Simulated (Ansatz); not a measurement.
System: N-vacancy pair (N on one host O site, one O site vacant) in alpha quartz (charge state +1). The step: direct exchange of N with the vacancy (N-vacancy distance between ideal sites 2.65 Å throughout) (strongly reconstructed ends); the atom moves 2.79 Å along (0.15, -0.14, -0.45) of the unit cell; the moving atom starts with neighbours Si at 1.59, Si at 1.67 Å and ends with Si at 1.59, Si at 1.67 Å. A PBE band in Ansatz (plane-wave PAW, the Γ point alone, 72 host sites, 119 SCF runs with any check of the saddle's order, static, no finite-size correction) gives a forward barrier of 2.02 eV. The saddle point's order was not checked, and it lies on a symmetry element of the cell, where a band can be held. The charge state is imposed; whether it is stable for some Fermi level was not computed. Forms of the defect that were not tried may lie lower. The start lies 0.71 eV above the lowest site run (PBE).

Single points at the band's start and saddle point can refine it. Rough cost of one point, in units of the band's mean SCF on the same machine:

```csv
Level,Cost of one point
"PBE, a 2×2×2 k-point mesh shifted by half a step along c",about 9
"r2SCAN at 500 eV, the Γ point alone",about 4
```

Question: Which of these move the barrier by more than 0.1 eV, and how far does each move it?

Answer: PBE, a 2×2×2 k-point mesh shifted by half a step along c: -0.02 eV; r2SCAN at 500 eV, the Γ point alone: +0.43 eV. Each functional is compared with PBE at the same k-points.

Ansatz is a program for electronic structure.
